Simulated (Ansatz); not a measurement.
The reference is GaCuSe2 in the chalcopyrite structure (space group I-42d, No. 122; a = 5.672 Å, c = 11.263 Å).

The values are results of plane-wave PAW DFT at the PBE level (Ansatz, a first-principles code, 420 eV), scalar-relativistic without spin-orbit coupling, not measurements.

Before the change:

- Band gap = zero

Modification: every lattice vector is shortened by 3.63 %, atoms relaxed at fixed cell.

**Question.** How does this affect the band gap, electron mass, energy relative to the base, hole mass and valence-band top at Γ?

**Answer.** The band gap goes from zero to 0.46 eV; the electron mass is 0.056 mₑ along c, 0.063 mₑ across (at Γ); the energy grows by 58 meV/atom; the hole mass comes out as 0.061 mₑ along c, 0.56 mₑ across (at Γ); the valence-band top at Γ (three highest levels, from the VBM) is 0.00, -0.10, -0.10 eV.

The cells carry an imposed strain or load. Masses are band curvatures over ±0.01 Å⁻¹ around the edge. No phonon test of stability was made. The final runs are not spin-polarised. A zero or small gap of GaCuSe2 can be the functional's error rather than a property of the material.
